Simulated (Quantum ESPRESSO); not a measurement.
Input and output of a self-consistent single point for Ge (Fd-3m, 2 atoms in the cell) (Quantum ESPRESSO).

Level of theory: PBE, PSlibrary PAW (PBE) pseudopotentials (plane waves; Quantum ESPRESSO).

```xyz
2
Lattice="0.0000 2.8312 2.8312 2.8312 0.0000 2.8312 2.8312 2.8312 0.0000" Properties=species:S:1:pos:R:3 pbc="T T T"
Ge     2.8312     2.8312     2.8312
Ge     4.2468     4.2468     4.2468
```

Reference input (self-consistent single point, DFT, PBE, plane waves, PSlibrary PAW (PBE) pseudopotentials): ecutwfc = 30 Ry; ecutrho = 180 Ry; occupations = smearing; smearing = fermi-dirac; degauss = 0.0073499 Ry; potentials = {Ge: Ge.pbe-n-kjpaw_psl.1.0.0.UPF}; K_POINTS = automatic 10 10 10 0 0 0; conv_thr = 1e-11 Ry. This run's input differs from it in these lines:

```diff
@@ -27,3 +27,3 @@
 K_POINTS {automatic}
-10 10 10  0 0 0
+7 7 7  0 0 0
 CELL_PARAMETERS {bohr}
```

Log, with long lists cut:

```
     Self-consistent Calculation

     iteration #  1     ecut=    30.00 Ry     beta= 0.70

     Threshold (ethr) on eigenvalues was too large:
     Diagonalizing with lowered threshold

     total energy              =    -328.23276265 Ry
     estimated scf accuracy    <       0.03206490 Ry

     iteration #  2     ecut=    30.00 Ry     beta= 0.70

     total energy              =    -328.23357451 Ry
     estimated scf accuracy    <       0.00170699 Ry

     iteration #  3     ecut=    30.00 Ry     beta= 0.70

     total energy              =    -328.23362410 Ry
     estimated scf accuracy    <       0.00001715 Ry

   [... 2 blocks of this kind left out ...]

     iteration #  6     ecut=    30.00 Ry     beta= 0.70

     total energy              =    -328.23362769 Ry
     estimated scf accuracy    <          2.1E-11 Ry

     iteration #  7     ecut=    30.00 Ry     beta= 0.70
     End of self-consistent calculation

     the Fermi energy is     5.8279 ev

!    total energy              =    -328.23362769 Ry
     estimated scf accuracy    <          5.3E-13 Ry
     smearing contrib. (-TS)   =      -0.00031586 Ry
     internal energy E=F+TS    =    -328.23331183 Ry

     convergence has been achieved in   7 iterations

     Forces acting on atoms (cartesian axes, Ry/au):

     atom    1 type  1   force =     0.00000000    0.00000000   -0.00000000
     atom    2 type  1   force =     0.00000000   -0.00000000   -0.00000000

     Total force =     0.000000     Total SCF correction =     0.000000

          total   stress  (Ry/bohr**3)                   (kbar)     P=       38.26
   0.00026012  -0.00000000  -0.00000000           38.26       -0.00       -0.00
  -0.00000000   0.00026012  -0.00000000           -0.00       38.26       -0.00
  -0.00000000  -0.00000000   0.00026012           -0.00       -0.00       38.26

   JOB DONE.
```

The run converged in 7 iterations. Against the reference run the free energy rises by 8.8 meV/atom and the pressure moves little (3.84 to 3.83 GPa).

The starting cell comes from a database of computed structures (which also holds hypothetical and non-ambient phases and stackings), without a prior relaxation at this level. Its lattice was rescaled by a random factor within 2.5 % of one.
